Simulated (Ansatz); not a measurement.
Start from CaO in the rock salt structure (space group Fm-3m, No. 225).

Space group Fm-3m (No. 225); a = 4.767 Å, b = 4.767 Å, c = 4.767 Å, α = 90.00°, β = 90.00°, γ = 90.00°

| atom | site | symmetry | x | y | z |
|---|---|---|---|---|---|
| Ca | 4a | m-3m | 0.0000 | 0.0000 | 0.0000 |
| O | 4b | m-3m | 0.5000 | 0.5000 | 0.5000 |
(The calculation used a cell of 2 atoms; values per cell refer to that cell.)

Computed with PBEsol (Ansatz, a first-principles code), no spin-orbit coupling.

One change was made to it. Results:

```
quantity                          base    after
-----------------------------  -------  -------
band gap                       3.54 eV     zero
shortest interatomic distance  2.384 Å  2.589 Å
```

Task: Which of these changes matches the shifts?
A) Ca → Sr
B) O → S
C) O → F

Result: C, O → F. For comparison, the band gap in the other runs: O → S gives 2.16 eV; Ca → Sr gives 3.20 eV.

Whether these cells are dynamically stable was not tested. As relaxed here, CaF is a hypothetical phase, not in the database extracts checked. All final runs are without spin polarisation. An odd electron count without spin: CaF.
